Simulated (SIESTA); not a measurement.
Worked example: relaxation of cell and atoms of HfH2 (P1, 3 atoms in the cell) in SIESTA.

Computed with GGA PBEsol, numerical atomic orbitals DZP, PseudoDojo PBEsol standard norm-conserving potentials (rewritten from UPF to PSML) run with SIESTA 5.4.2.

```
HfH2
1.0
   -1.73070     1.73070     2.14480
    1.73070    -1.73070     2.14480
    1.73070     1.73070    -2.14480
Hf H
1 2
Direct
  0.01080   0.99658   0.00580
  0.24281   0.75252   0.50478
  0.74638   0.25090   0.48942
```

Reference input (self-consistent single point, DFT, GGA PBEsol, numerical atomic orbitals DZP, PseudoDojo PBEsol standard norm-conserving potentials (rewritten from UPF to PSML)): XC.functional = GGA; XC.authors = PBEsol; potentials = PseudoDojo PBEsol standard; PAO.BasisSize = DZP; PAO.EnergyShift = 0.01 Ry; MeshCutoff = 300 Ry; kgrid.MonkhorstPack = 10 10 11; OccupationFunction = MP; OccupationMPOrder = 0; ElectronicTemperature = 1160.45 K; MaxSCFIterations = 150; SCF.Mixer.Method = Pulay. This run's input differs from it in these lines:

```diff
@@ -43,2 +43,7 @@
 Diag.ParallelOverK           true
+MD.TypeOfRun                 CG
+MD.Steps                     40
+MD.MaxForceTol               0.02 eV/Ang
+MD.VariableCell              true
+MD.MaxStressTol              0.05 GPa
 WriteForces                  true
```

Log, with long lists cut:

```
        iscf     Eharris(eV)        E_KS(eV)     FreeEng(eV)     dDmax    Ef(eV) dHmax(eV)
   scf:    1    -1559.325112    -1565.533413    -1565.536112  1.725806 -2.862425  5.624415
   scf:    2    -1566.083741    -1565.813531    -1565.816231  0.039123 -2.964290  4.700781
   scf:    3    -1566.854564    -1566.470135    -1566.473007  0.186374 -3.535166  0.054989
   scf:    4    -1566.470308    -1566.470266    -1566.473140  0.002873 -3.524208  0.031136
   scf:    5    -1566.470303    -1566.470290    -1566.473202  0.002502 -3.524107  0.002103
   scf:    6    -1566.470289    -1566.470290    -1566.473202  0.000286 -3.523082  0.005751
   scf:    7    -1566.470290    -1566.470290    -1566.473203  0.000278 -3.523403  0.001665
   scf:    8    -1566.470291    -1566.470291    -1566.473203  0.000087 -3.523610  0.000195
   scf:    9    -1566.470291    -1566.470291    -1566.473203  0.000008 -3.523644  0.000053
SCF Convergence by DM+H criterion
max |DM_out - DM_in|         :     0.0000084715
max |H_out - H_in|      (eV) :     0.0000529377
SCF cycle converged after 9 iterations

Using DM_out to compute the final energy and forces

siesta: E_KS(eV) =            -1566.4703

siesta: E_KS - E_eggbox =     -1566.4703

siesta: Atomic forces (eV/Ang):
     1    0.194917   -0.401932   -0.083584
   [... lines left out ...]
siesta: Pressure (static):        -34.45672591  kBar
siesta: Pressure (total):        -34.45672591  kBar
No target stress found, assuming hydrostatic MD.TargetPressure.
Target stress (kBar)
outcell: Cell volume (Ang**3)        :     25.0714
        iscf     Eharris(eV)        E_KS(eV)     FreeEng(eV)     dDmax    Ef(eV) dHmax(eV)
siesta: Pressure (static):          0.43245679  kBar
siesta: Pressure (total):          0.43245679  kBar
   [... lines left out ...]
outcell: Cell angles (23,13,12) (deg):    115.4488    115.3964     99.0093
outcell: Cell volume (Ang**3)        :     25.0714

siesta: Program's energy decomposition (eV):
siesta: FreeEng =     -1566.499517

siesta: Stress tensor (static) (eV/Ang**3):
siesta:    -0.000704    0.000319    0.000802
siesta:     0.000319   -0.000147    0.000811
siesta:     0.000802    0.000811    0.000041

siesta: Constrained stress tensor (static) (eV/Ang**3):
siesta:    -0.000704    0.000319    0.000802
siesta:     0.000319   -0.000147    0.000811
siesta:     0.000802    0.000811    0.000041

siesta: Cell volume =         25.071412 Ang**3

siesta: Pressure (static):
siesta:                Solid            Molecule  Units
siesta:           0.00000294          0.00000462  Ry/Bohr**3
siesta:           0.00026992          0.00042376  eV/Ang**3
siesta:           0.43245679          0.67893054  kBar
```

The relaxation ended unconverged. 

The starting cell comes from a database of computed structures (which also holds hypothetical and non-ambient phases and stackings), without a prior relaxation at this level. Its atoms were displaced at random from the sites of space group no. 139. Values carry the incompleteness of an atom-centred basis.

Cost on one core of a shared machine: roughly 9 min.
